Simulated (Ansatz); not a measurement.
BeS (model structure, started from the CsCl type, Pm-3m, No. 221, 2 atoms in the cell)

Level of theory: PBEsol (PAW; Ansatz, a quantum-chemistry and plane-wave program).

Run with plane-wave cutoff 520 eV, 20×20×20 k mesh, Fermi–Dirac smearing 0.05 eV, scalar-relativistic PAW data made under PBE.

Cell (relaxed at this level):

```yaml
crystal:
  lattice:
    - [2.89365, 0.00000, 0.00000]
    - [0.00000, 2.89365, 0.00000]
    - [0.00000, 0.00000, 2.89365]
  atoms:
    - { symbol: Be, position: [0.00000, 0.00000, 0.00000] }
    - { symbol: S, position: [0.50000, 0.50000, 0.50000] }
```

```
Property            Value
---------------  --------
band gap             none
bulk modulus B0  92.0 GPa
```

Note: the bulk modulus is −V dP/dV from two relaxed cells at ±2 % in volume; the relaxation could raise the start's symmetry but not lower it, so the cell can be a saddle point.

A model structure was made by putting elements into a prototype or built by hand; it is no filed structure, need not be a known phase, and can be a saddle point held by its symmetry.
